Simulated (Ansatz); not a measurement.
The starting structures come from a database of crystals and need not be the phases stable at ambient conditions.

 Where the default PAW files enter, the runs use the earlier of Ansatz's two default sets.

Tunnelling through a barrier is set by its complex band structure: the current falls as exp(−2κd) with the smallest κ.

Data:

```
K2NaScF6
1.0
    6.08798     0.00000     0.00000
   -3.04399     5.27235     0.00000
    3.04399     1.75745     4.97082
K Na Sc F
2 1 1 6
Direct
  0.50000   0.75000   0.75000
  0.50000   0.25000   0.25000
  0.00000   0.50000   0.50000
  0.00000   0.00000   0.00000
  0.52834   0.76417   0.23583
  0.47166   0.23583   0.76417
  0.00000   0.76417   0.23583
  0.00000   0.23583   0.76417
  0.00000   0.23583   0.23583
  0.00000   0.76417   0.76417
```

Space group of this cell: Fm-3m. The cell is taken as given; by r2SCAN its mean pressure is -2.8 GPa.

Transport runs along the normal of the first two printed cell vectors, the (111) plane of the conventional cell.

The gap is the functional's own, uncorrected, and κ follows it; spin-orbit coupling is left out. Mid-gap values are interpolated between the computed energies.

Problem. State the band gap and the smallest decay constant κ at mid-gap according to r2SCAN run with Ansatz (an electronic-structure program).

Solution. Gap 7.59 eV on a 8×8×8 mesh; κ = 0.583 1/Å, at the zone centre.
